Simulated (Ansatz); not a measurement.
Base system: Pt in the fcc (Cu type) structure (space group Fm-3m, No. 225; a = 3.942 Å; relaxed with 0.1 eV smearing).

Calculations: r2SCAN in Ansatz (plane waves to 500 eV, PAW, no spin-orbit coupling).

Strains are applied to the cell and any free atomic positions relax.

One change was made to it. Results:

The energy increases by 51 meV/atom; the pressure goes from zero to 19.3 GPa.

Problem. Which change produced these results?
(A) isotropic strain −1.50 %
(B) isotropic strain −3.00 %
(C) isotropic strain −2.00 %
(D) isotropic strain −0.50 %
(E) isotropic strain −1.00 %

Solution. C, isotropic strain −2.00 %. For comparison, the energy relative to the base in the other runs: isotropic strain −1.00 % gives +12 meV/atom; isotropic strain −0.50 % gives +3.0 meV/atom; isotropic strain −1.50 % gives +28 meV/atom; isotropic strain −3.00 % gives +120 meV/atom.

Stability against distortions was not tested. All final runs are without spin polarisation.

Ansatz is a program for electronic structure.
